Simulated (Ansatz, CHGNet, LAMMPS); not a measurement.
**Lattice parameter a of CsCl-type CoAl: levels of theory against measurement**

Reference value: 2.861 Å (measured, room temperature, not corrected to a static lattice; as tabulated in Yamada et al. (2019), arXiv:1910.09660).

| level (code) | value (Å) | difference (%) |
|---|---|---|
| EAM CoAl.eam.alloy (LAMMPS) | 2.866 | +0.17 |
| CHGNet 0.3.0 | 2.854 | -0.24 |
| PBE (Ansatz) | 2.852 | -0.31 |
| PBE-D3(BJ) (Ansatz) | 2.819 | -1.47 |
| r²SCAN+rVV10 (Ansatz) | 2.817 | -1.54 |
| PBE0 (Ansatz) | 2.809 | -1.82 |
| Hartree–Fock (Ansatz) | 2.845 | -0.56 |

The reference is not for a static lattice or low temperature, so close values are not ranked against it. Off by more than 1.25 %, or 1.75 % on the side where a correction would as a rule narrow the miss (bounds picked here): PBE0 (-1.82 %).

The measured value isn't corrected to a static lattice, so vibrations enter the comparison. A static lattice is as a rule a little smaller than the measured one. The crystal itself was run without spin with PBE, PBE-D3(BJ), r²SCAN+rVV10, PBE0, Hartree–Fock; a magnetic state was not tried in these runs. PBE0: the run has no spin polarisation, so it can have missed a magnetic state. Cutoffs and k meshes differ between the levels. Ansatz's density-functional and Hartree–Fock values are scalar-relativistic unless marked +SOC, with PAW data made under PBE.

Empirical potentials (EAM CoAl.eam.alloy) are fitted to chosen data: where that held the value shown, agreement is built in, and what lay outside the fit can be far off. Machine-learned potentials (CHGNet 0.3.0) are trained on DFT data: a solid inside that data is no test of them.

Differences are worked out from the printed values.

Ansatz is an electronic-structure program.
